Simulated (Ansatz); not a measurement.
This Ansatz (a first-principles code) input is the reference run, Cr in the diamond structure (space group Fd-3m, No. 227; non-magnetic; a hypothetical phase, not in the database extracts checked), computed with PBE/PAW in Ansatz, scalar-relativistic without spin-orbit coupling:

Ansatz 0.2 input:
```yaml
crystal:
  lattice:
    - [0, 2.5474161965, 2.5474161965]
    - [2.5474161965, 0, 2.5474161965]
    - [2.5474161965, 2.5474161965, 0]
  atoms:
    - { symbol: Cr, position: [0.25, 0.25, 0.25] }
    - { symbol: Cr, position: [0, 0, 0] }
basis: { ecutwfc: 420, ecutrho_ratio: 4, xc_grid: 2, fft_grid_basis: typed }
kpoints: { mp_grid: { grid: [16, 16, 16] } }
hamiltonian:
  xc: pbe
  dispersion: none
  pseudopotentials: { kind: paw }
scf: { occupations: { method: fermi_dirac, width: 0.05 }, convergence: { dr2_threshold: 0.0000000002 } }
output: { forces: true, stress: true }
checkpoint: { write: state.ck, write_every: 1000 }
```

Question: Write the input for this change: a free-standing slab of 2 layers (4 atoms, 2 a layer) is cut normal to [110], with 15 Å of vacuum and the in-plane cell held at bulk.

Answer: 
Ansatz 0.2 input:
```yaml
crystal:
  lattice:
    - [3.6025905341, 0, 0]
    - [0, 5.094832393, 0]
    - [0, 0, 16.801295267]
  atoms:
    - { symbol: Cr, position: [0.75, 1, 0.4463941548] }
    - { symbol: Cr, position: [0.25, 0.25, 0.4463941548] }
    - { symbol: Cr, position: [1.25, 1.5, 0.5536058452] }
    - { symbol: Cr, position: [0.75, 0.75, 0.5536058452] }
basis: { ecutwfc: 420, ecutrho_ratio: 4, xc_grid: 2, fft_grid_basis: typed }
kpoints: { mp_grid: { grid: [13, 9, 1] } }
hamiltonian:
  xc: pbe
  dispersion: none
  pseudopotentials: { kind: paw }
scf: { occupations: { method: fermi_dirac, width: 0.05 }, convergence: { dr2_threshold: 0.0000000004 } }
relax: { f_tol: 0.01, max_steps: 50 }
output: { forces: true, stress: true }
checkpoint: { write: state.ck, write_every: 1000 }
```
This is the input that was run; other choices of cell and start would serve too.

No phonon test of stability was made. Seeded moments were not kept for the base. All final runs are without spin polarisation.
